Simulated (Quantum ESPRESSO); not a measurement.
# Pressure against volume in MoSi2-type MoSi2 (space group 139) (Quantum ESPRESSO, PBE)

```
CELL_PARAMETERS angstrom
     -1.57646     1.57646     3.85521
      1.57646    -1.57646     3.85521
      1.57646     1.57646    -3.85521
ATOMIC_POSITIONS crystal
  Si 0.66500 0.66500 0.00000
  Si 0.33500 0.33500 0.00000
  Mo 0.00000 0.00000 0.00000
```

Computed with PBE, PSlibrary PAW (PBE) pseudopotentials (plane waves; Quantum ESPRESSO). Settings: ecutwfc = 72 Ry; ecutrho = 432 Ry; occupations = smearing; smearing = fd; degauss = 0.0036749 Ry; potentials = {Si: Si.pbe-n-kjpaw_psl.1.0.0.UPF, Mo: Mo.pbe-spn-kjpaw_psl.1.0.0.UPF}; K_POINTS = automatic 21 21 21 0 0 0; conv_thr = 1e-10 Ry; mixing_beta = 0.7. The cell above is the first row's. The rows scale it uniformly. In all rows fractional positions and the k mesh are held.

```csv
V (Å^3/atom),P (GPa)
12.7748,14.46
13.0525,8.91
13.3302,3.94
13.6079,-0.51
13.8856,-4.48
14.1634,-8.03
14.4411,-11.21
14.7188,-14.04
14.9965,?
```

### Question
Fit P against V with a cubic, and predict the withheld value at V = 14.9965.

### Answer
With u = V - 13.7, the rows have u = -0.9252, -0.6475, -0.3698, -0.0921, 0.1856, 0.4634, 0.7411, 1.0188. Least squares gives P = -1.878 - 14.5800·u + 2.9756·u² - 0.3782·u³. Residuals (row less fit): 0.002, -0.003, 0.000, 0.000, 0.004, 0.003, -0.007, 0.004; standard error 0.005 (degrees of freedom: 4). The fitted pressure is zero at V0 = 13.57, where dP/dV = -15.34, so B0 = -V0·dP/dV = 208 GPa. At the withheld row, u = 1.2965, so P = -1.878 - 14.5800 × 1.2965 + 2.9756 × 1.2965² - 0.3782 × 1.2965³ = -16.603 GPa. The calculation gives -16.56 GPa, 0.043 GPa above the prediction (0.1 % of the range of P in the table). The row lies outside the fitted rows, so this is an extrapolation. From the scatter of the fitted rows alone, a prediction at this place has a standard error of 0.013 GPa, so the miss is 3.2 times that.

Carrying the step between the two nearest rows on in a straight line would have given -16.87, off by 0.31; series whose last step already gives the withheld value aren't shown. The scan was laid around a cell of about the measured size, scaled by a guess for this functional; axis ratios and inner coordinates come from that cell. The runs keep the symmetry of the cell, so they don't test it for distortions. Spin polarisation is off. The shape of the cell and the inner coordinates aren't relaxed, so V0 and B0 belong to this uniform scaling; a relaxed crystal lies no higher in energy and is usually softer (forces reach 0.22 eV/Å in these rows). Cutoffs and mesh are single choices, not tested for convergence of this quantity. Series with a scatter that would blur these digits, or in which a gap closes, are not shown.

Terms beyond the fitted order, or numerical noise in single rows, can give a miss of this size; the table doesn't tell which.
